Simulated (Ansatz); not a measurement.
# Ru on the (0001) surface of 4H silicon carbide (H on every top atom; a constructed slab, bottom: 1 H on 1 bottom sites), one in a cell of 33 Å², started at the site 'hollow H-H-H over C at depth 7.2 Å'

Host crystal: 4H silicon carbide, with a band gap (PBE, scalar-relativistic without spin-orbit coupling).

Method: PBE (plane waves to 420 eV, PAW; Ansatz, an electronic-structure program).

Model: 41-atom slab, 10.8 Å thick at the start with caps and adatoms under the adsorbate (thin: gaps and levels are the slab's own), 4x4x1 mesh, Fermi-Dirac 0.01 eV, dipole correction, 20 atoms held, the rest relaxed; symmetry of the start imposed; spin-polarised, ending with about 2.0 μB a cell; orders that need a larger cell were not tried, no spin-orbit, no U, no dispersion correction. At the end it is bonded to 3 H + 3 Si. In PBE it is, or lies within 0.03 eV of, the lowest of the starts that converged.

```
Item                                                                                                                    Value
--------------------------------------------------------------------------------------  -------------------------------------
adsorption energy against an atom of hcp Ru                                                                     90.1 kcal/mol
change of the step from the bottom to the top vacuum level, against the clean slab                                   -0.71 eV
energy released by relaxation                                                                                         0.98 eV
height of the binding atom over the mean of the host atoms within 0.3 Å of the top one                             0.584 bohr
magnetic moment of the cell                                                                                           2.00 μB
nearest host atoms of the binding atom                                                  H at 1.77 Å, H at 1.77 Å, H at 1.77 Å
largest move of a host atom                                                                                            0.23 Å
cost                                                                                    about 8 core-minutes (a rough figure)
```

A negative adsorption energy means that the adsorbate is more stable on the surface than in its reference.
